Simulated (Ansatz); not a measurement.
The starting structures come from a database of crystals and need not be the phases stable at ambient conditions.

 Where the default PAW files enter, the runs use the earlier of Ansatz's two default sets.

```
LiNbO3
1.0
    5.15394     0.00000     0.00000
    2.57659     4.89439     0.00000
   -0.00282    -2.71496     8.50456
Li Nb O
4 4 12
Cartesian
  5.14922   3.91343   1.24992
  2.56883   2.55431   5.50058
  5.15556   0.79529   3.38320
  2.58177  -0.56725   7.62987
  5.15355   0.15403   0.04950
  2.57396  -1.20248   4.30135
  2.57543   1.92280   2.17436
  5.15173   0.56427   6.42732
  1.89600   0.10665   3.10110
  1.67450   0.93929   0.49029
  4.15910   0.58200   1.61161
  6.05597   2.70822   2.61660
  3.57037   2.35008   3.73725
  4.47318  -1.25265   7.35220
  3.25587   3.23152   0.97462
  4.24926  -0.41947   4.74334
  1.58131  -0.77556   5.86432
  3.47759   1.34879   6.86948
  6.14611   0.99304   7.98953
  5.82934   1.87274   5.22529
```

Space group of this cell: P1. The cell is taken as given; by LDA its mean pressure is -11.3 GPa.

Transport runs along the normal of the first two printed cell vectors.

The gap is the functional's own. No spin-orbit coupling. Mid-gap values are interpolated on the energy grid.

### Question
State the band gap and the smallest decay constant κ at mid-gap according to Ansatz (a quantum-chemistry and plane-wave program) with LDA.

### Answer
Gap 3.38 eV on a 8×8×4 mesh; κ = 0.420 1/Å, at (0.000, 0.167) of the in-plane reciprocal vectors. At the zone centre, at the nearest computed energy, the slowest state has κ = 0.45 1/Å.
